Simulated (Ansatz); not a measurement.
Input and output of a relaxation of the atoms for ZnNi (P4mm, 2 atoms in the cell) (Ansatz, a first-principles code).

Method of the run: LDA (PW92), default PAW files made with PBE (plane waves; Ansatz).

The change in words: one atom moved by 0.15 angstrom; relax: default → atoms; relax.f_tol: default → 0.002 eV/Å. Reference geometry:
```
CELL_PARAMETERS angstrom
      2.71006     0.00000     0.00000
      0.00000     2.71006     0.00000
      0.00000     0.00000     3.19786
ATOMIC_POSITIONS crystal
  Zn 0.50000 0.50000 0.50000
  Ni 0.00000 0.00000 0.00000
```

Reference input (self-consistent single point, DFT, LDA (PW92), plane waves, default PAW files made with PBE): basis.ecutwfc = 30.9 Ry; kpoints.mp_grid.grid = 12 12 10; hamiltonian.xc = lda; hamiltonian.pseudopotentials = {kind: paw} (the program's default PAW files); scf.occupations.method = fermi_dirac; scf.occupations.width = 0.0073 Ry. This run's input differs from it in these lines:

```diff
@@ -7,3 +7,3 @@
   atoms:
-    - { symbol: Zn, position: [0.50000000, 0.50000000, 0.50000000] }
+    - { symbol: Zn, position: [0.50000000, 0.50000000, 0.54690600] }
     - { symbol: Ni, position: [0.00000000, 0.00000000, 0.00000000] }
@@ -18,2 +18,4 @@
   occupations: { method: fermi_dirac, width: 0.0073 Ry }
+relax:
+  f_tol: 0.002
 output:
```

Output, abridged:

```
   [... SCF lines of the steps left out ...]
relax step   1: F+E_penalty+E_count = -9020.11914330 eV  Δ(F+E_penalty+E_count) = +0.000e0 eV  max|allowed force component| = 9.954e-1 eV/Å  Δτ_max = 0.0000 Å  (6 SCF iters, dr2 threshold 1.00e-7 eV, accepted)
relax step   2: F+E_penalty+E_count = -9020.15594936 eV  Δ(F+E_penalty+E_count) = -3.681e-2 eV  max|allowed force component| = 7.060e-1 eV/Å  Δτ_max = 0.0216 Å  (6 SCF iters, dr2 threshold 6.19e-5 eV, accepted)
relax step   3: F+E_penalty+E_count = -9020.19356184 eV  Δ(F+E_penalty+E_count) = -3.761e-2 eV  max|allowed force component| = 5.618e-3 eV/Å  Δτ_max = 0.0529 Å  (6 SCF iters, dr2 threshold 3.12e-5 eV, accepted)
relax step   4: F+E_penalty+E_count = -9020.19356185 eV  Δ(F+E_penalty+E_count) = -7.180e-9 eV  max|allowed force component| = 5.673e-3 eV/Å  Δτ_max = 0.0000 Å  (6 SCF iters, accepted)
relax step   5: F+E_penalty+E_count = -9020.19356429 eV  Δ(F+E_penalty+E_count) = -2.440e-6 eV  max|allowed force component| = 3.944e-5 eV/Å  Δτ_max = 0.0004 Å  (6 SCF iters, accepted)
the relaxation is at rest under the 8 symmetry operations that the run kept from its start: a minimum is not shown …
Free energy (F): -9020.193564 eV
Internal energy: -9020.171432 eV  (E = F + TS)
E sigma→0 (E₀):  -9020.182498 eV
Entropy (-TS):   -0.022132 eV (-11.066 meV/atom)
Fermi energy:    15.125830 eV
--- Forces (eV/Å), atoms counted from 1 ---
  atom   1  Zn    -0.00000000     0.00000000     0.00003848
  atom   2  Ni    -0.00000000     0.00000000    -0.00004039
--- Stress (GPa, compression-positive) ---
      -10.459238       0.000000       0.000000
        0.000000     -10.459238       0.000000
        0.000000       0.000000      -9.246228
  P = ⅓ Tr σ = -10.0549 GPa (-100.549 kbar)
  The stress holds the Pulay correction. Without it, at fixed plane waves, as pw.x and ABINIT print it: P = -10.1482 GPa
--- Relaxed structure (5 steps of the walk, 5 accepted, 0 SCFs on fresh bases) ---
  F+E_penalty+E_count = -9020.19356429 eV   max|allowed force component| = 3.944e-5 eV/Å
  atoms:
    - { symbol: Zn, position: [0.5, 0.5, 0.5234520281394813] }
    - { symbol: Ni, position: [4.5110173632685993e-36, 0.0, 0.023453971860518685] }
```

The run converged.  The full log also holds: “iter 4 did not close the SCF: its close was put off for the readings that it lacked (scf_convergence_deferred on its scf_iter line)”. The full log also holds: “iter 5 did not close the SCF: its close was put off for the readings that it lacked (scf_convergence_deferred on its scf_iter line)”.

Summary of the result:
```
Quantity                                                 Value
-----------------------------------------------  -------------
Free energy E − TS (on the zero of these files)  -9020.1936 eV
Fermi level (on the code's own zero)                  15.13 eV
Pressure                                            -10.05 GPa
Relaxation steps                                             5
```

The starting cell comes from a database of computed structures (which also holds hypothetical and non-ambient phases and stackings), without a prior relaxation at this level. Its lattice was rescaled by up to half a per cent. For this run, on top of that: one atom moved by 0.15 angstrom. Spin polarisation is off. The relaxation keeps the symmetry of its start, so its end need not be a minimum. Ansatz's pressure includes its estimate of the finite-basis (Pulay) stress.

Cost on one core of a shared machine: roughly 50 s.

Keys are those of Ansatz 0.2.
